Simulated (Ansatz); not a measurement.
Consider HgTe in the zinc blende structure (space group F-43m, No. 216).

```yaml
crystal:
  lattice:
    - [0.00000, 3.25489, 3.25489]
    - [3.25489, 0.00000, 3.25489]
    - [3.25489, 3.25489, 0.00000]
  atoms:
    - { symbol: Te, position: [0.75000, 0.75000, 0.75000] }
    - { symbol: Hg, position: [0.00000, 0.00000, 0.00000] }
```

Cartesian axes are those of the cell as printed.

Calculations: Kohn–Sham DFT with the PBEsol functional, run in Ansatz (an electronic-structure program) with PAW and 420 eV plane waves, without spin-orbit coupling.

Strains are applied to the cell and any free atomic positions relax.

One change was made to it. Results:

The pressure (mean of the normal stresses, compression positive) goes from zero to 0.4 GPa; the energy rises by 0.5 meV/atom.

### Question
Name the change that was made.
(A) uniaxial strain ε_xx = +5.66 %
(B) uniaxial strain ε_xx = −0.97 %
(C) isotropic strain −5.31 %
(D) isotropic strain +0.63 %
(E) uniaxial strain ε_yy = +1.23 %

### Answer
B, uniaxial strain ε_xx = −0.97 %. For comparison, the pressure in the other runs: isotropic strain +0.63 % gives -0.8 GPa; isotropic strain −5.31 % gives 10.5 GPa; uniaxial strain ε_yy = +1.23 % gives -0.5 GPa; uniaxial strain ε_xx = +5.66 % gives -2.0 GPa.

The mesh was chosen for an insulator and is coarse for the gapless case. No phonon test of stability was made. All final runs are without spin polarisation. Gaps under 0.05 eV, about the width of the smearing, are given as zero.
